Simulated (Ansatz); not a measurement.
Given:

```xyz
2
Lattice="0.0000 2.0065 2.0065 2.0065 0.0000 2.0065 2.0065 2.0065 0.0000" Properties=species:S:1:pos:R:3 pbc="T T T"
Li     0.0000     0.0000     0.0000
F      2.0065     2.0065     2.0065
```

No spin polarisation.

Level of theory: DFT with PBE, PAW potentials and a 420 eV plane-wave cutoff in Ansatz (a first-principles code), no spin-orbit coupling. k-mesh 14×14×14 (Γ-centred); smearing 0.05 eV (Fermi–Dirac).

### Question
Predict the electron mass, band gap, width of the top valence band and gap character.

### Answer
```json
{
  "electron_mass": "0.89 mₑ (at Γ)",
  "band_gap": "9.19 eV",
  "width_of_the_top_valence_band": "1.01 eV",
  "gap_character": "direct at Γ"
}
```

Load acts through the strain it causes; cell and atoms are relaxed under it. Effective masses come from finite differences of ±0.01 Å⁻¹. No phonon test of stability was made. The cell was made from LiF in the rock salt structure (space group Fm-3m, No. 225) by this change: pressure 3 GPa.
